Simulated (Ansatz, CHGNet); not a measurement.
## Fluorite CoSi₂: properties by level of theory

Reference values: lattice constant a 5.365 Å (measured, room temperature, not corrected to a static lattice; as tabulated in Hegde and Bowen (2014), arXiv:1405.1317); formation enthalpy -0.362 ± 0.01 eV/atom (measured, 298 K, copied from a table, unchecked, no zero-point or thermal correction; as tabulated in Wang et al. (2021), doi:10.1038/s41598-021-94550-5).

```
level (code)         equilibrium lattice constant a (Å)  enthalpy of formation (eV/atom)
-------------------  ----------------------------------  -------------------------------
CHGNet 0.3.0                                      5.363                           -0.543
PBE-D3(BJ) (Ansatz)                               5.304                                …
r²SCAN (Ansatz)                                       …                           -0.411
HSE06 (Ansatz)                                        …                                …
```

Complete the blanks.


- PBE-D3(BJ) (Ansatz, a first-principles code), enthalpy of formation (eV/atom): -0.568
- r²SCAN (Ansatz), equilibrium lattice constant a (Å): 5.315
- HSE06 (Ansatz), equilibrium lattice constant a (Å): 5.296
- HSE06 (Ansatz), enthalpy of formation (eV/atom): -0.359

Differences from the reference values (errors of the level alone only where the reference is corrected to a static lattice):

```csv
level,lattice constant a (%),formation enthalpy (eV/atom)
CHGNet 0.3.0,-0.04,-0.181
PBE-D3(BJ),-1.14,-0.206
r²SCAN,-0.93,-0.049
HSE06,-1.29,+0.003
```

Nearest: lattice constant a, not ranked (reference at room or unstated temperature); formation enthalpy, not ranked (one source).

Machine-learned potentials (CHGNet 0.3.0) are trained on DFT data: a solid inside that data is no test of them.

Caveats: exact exchange on metals is sensitive to the k mesh and can open a false gap (HSE06); the energies of CHGNet 0.3.0 can hold anion corrections fitted to measured formation enthalpies (CHGNet 0.3.0); the run warned that the count of filled bands differs between k points (HSE06). Ansatz's density-functional and Hartree–Fock values are scalar-relativistic unless marked +SOC, with PAW data made under PBE.

The crystal itself was run without spin with PBE-D3(BJ), r²SCAN, HSE06; a magnetic state was not tried in these runs.

Differences are worked out from the printed values.

The computed numbers hold no vibrational or temperature effects.
